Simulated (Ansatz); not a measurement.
Defect migration in 3C silicon carbide with all lengths changed by +1 %: C vacancy, charge state +2. All values below come from PBE, PAW (plane waves to 420 eV; Ansatz, a program for electronic structure).

Settings: 64 host sites, the strained lattice (strain from the relaxed PBE one, atoms relaxed), a 2×2×2 k-point mesh shifted by half a step, smearing 0.01 eV, spin-restricted, no image-charge correction. No zero-point or tunnelling terms. The charge state is imposed; whether it is stable for some Fermi level was not computed. Forms of the defect that were not tried may lie lower.

Barriers: single points on a 3×3×3 k-point mesh shifted by half a step at the bands' geometries.

Relaxed starting cell (atoms counted from 1):

```yaml
crystal:
  lattice:
    - [8.84760, 0.00000, 0.00000]
    - [0.00000, 8.84760, 0.00000]
    - [0.00000, 0.00000, 8.84760]
  atoms:
    - { symbol: Si, position: [0.99953, 0.00013, 0.99926] }
    - { symbol: Si, position: [0.98994, 0.99055, 0.50997] }
    - { symbol: Si, position: [0.99789, 0.50089, 0.99963] }
    - { symbol: Si, position: [0.99953, 0.50125, 0.50038] }
    - { symbol: Si, position: [0.50029, 0.99848, 0.99963] }
    - { symbol: Si, position: [0.50065, 0.00013, 0.50038] }
    - { symbol: Si, position: [0.49962, 0.50022, 0.00030] }
    - { symbol: Si, position: [0.50029, 0.50089, 0.50203] }
    - { symbol: C, position: [0.12440, 0.12500, 0.87551] }
    - { symbol: C, position: [0.12440, 0.62500, 0.37551] }
    - { symbol: C, position: [0.12440, 0.62500, 0.87551] }
    - { symbol: C, position: [0.62440, 0.12500, 0.37551] }
    - { symbol: C, position: [0.62440, 0.12500, 0.87551] }
    - { symbol: C, position: [0.62440, 0.62500, 0.37551] }
    - { symbol: C, position: [0.62440, 0.62500, 0.87551] }
    - { symbol: Si, position: [0.98996, 0.25944, 0.24107] }
    - { symbol: Si, position: [0.99953, 0.24987, 0.75177] }
    - { symbol: Si, position: [0.99953, 0.74875, 0.25064] }
    - { symbol: Si, position: [0.99788, 0.74911, 0.75140] }
    - { symbol: Si, position: [0.50066, 0.24987, 0.25064] }
    - { symbol: Si, position: [0.50029, 0.25152, 0.75140] }
    - { symbol: Si, position: [0.50029, 0.74911, 0.24900] }
    - { symbol: Si, position: [0.49962, 0.74979, 0.75073] }
    - { symbol: C, position: [0.12564, 0.37454, 0.12598] }
    - { symbol: C, position: [0.12317, 0.37454, 0.62505] }
    - { symbol: C, position: [0.12317, 0.87546, 0.12597] }
    - { symbol: C, position: [0.12564, 0.87546, 0.62506] }
    - { symbol: C, position: [0.62423, 0.37491, 0.12560] }
    - { symbol: C, position: [0.62457, 0.37491, 0.62543] }
    - { symbol: C, position: [0.62457, 0.87509, 0.12560] }
    - { symbol: C, position: [0.62423, 0.87509, 0.62543] }
    - { symbol: Si, position: [0.25886, 0.99055, 0.24105] }
    - { symbol: Si, position: [0.24927, 0.00013, 0.75177] }
    - { symbol: Si, position: [0.24927, 0.50125, 0.25064] }
    - { symbol: Si, position: [0.25092, 0.50089, 0.75140] }
    - { symbol: Si, position: [0.74815, 0.00013, 0.25064] }
    - { symbol: Si, position: [0.74851, 0.99848, 0.75140] }
    - { symbol: Si, position: [0.74852, 0.50089, 0.24900] }
    - { symbol: Si, position: [0.74919, 0.50022, 0.75073] }
    - { symbol: C, position: [0.37394, 0.12624, 0.12597] }
    - { symbol: C, position: [0.37394, 0.12377, 0.62505] }
    - { symbol: C, position: [0.37431, 0.62483, 0.12560] }
    - { symbol: C, position: [0.37431, 0.62517, 0.62543] }
    - { symbol: C, position: [0.87486, 0.12377, 0.12598] }
    - { symbol: C, position: [0.87486, 0.12624, 0.62506] }
    - { symbol: C, position: [0.87449, 0.62517, 0.12560] }
    - { symbol: C, position: [0.87449, 0.62483, 0.62543] }
    - { symbol: Si, position: [0.24927, 0.24987, 0.99926] }
    - { symbol: Si, position: [0.25885, 0.25945, 0.50996] }
    - { symbol: Si, position: [0.25092, 0.74911, 0.99963] }
    - { symbol: Si, position: [0.24927, 0.74875, 0.50038] }
    - { symbol: Si, position: [0.74852, 0.25152, 0.99963] }
    - { symbol: Si, position: [0.74815, 0.24987, 0.50038] }
    - { symbol: Si, position: [0.74919, 0.74979, 0.00030] }
    - { symbol: Si, position: [0.74851, 0.74911, 0.50203] }
    - { symbol: C, position: [0.37395, 0.37454, 0.37428] }
    - { symbol: C, position: [0.37431, 0.37491, 0.87568] }
    - { symbol: C, position: [0.37394, 0.87546, 0.37675] }
    - { symbol: C, position: [0.37431, 0.87509, 0.87535] }
    - { symbol: C, position: [0.87486, 0.37455, 0.37675] }
    - { symbol: C, position: [0.87449, 0.37491, 0.87535] }
    - { symbol: C, position: [0.87486, 0.87546, 0.37428] }
    - { symbol: C, position: [0.87449, 0.87509, 0.87568] }
```
Cell charge +2.

End state 1 differs by these moves (Å; atoms that move under 0.08 Å are left out):

```
atom  element     Δx     Δy     Δz
----  -------  -----  -----  -----
2          Si   0.08   0.07  -0.08
4          Si  -0.08   0.07  -0.08
16         Si   0.08  -0.08   0.07
17         Si  -0.08  -0.08   0.07
25          C   0.00  -2.20  -2.20
32         Si  -0.07   0.08   0.08
35         Si   0.07   0.08   0.08
49         Si   0.00  -0.17  -0.17
```

**Question.** Predict the forward and backward barriers to end state 1 from PBE, PAW.

**Answer.** forward 5.14 eV, backward 5.14 eV; at the saddle point atom 25 has neighbours Si at 1.81, 4 Si at 2.26 Å. The saddle point's order was not checked, and it lies on a symmetry element of the cell, where a band can be held.
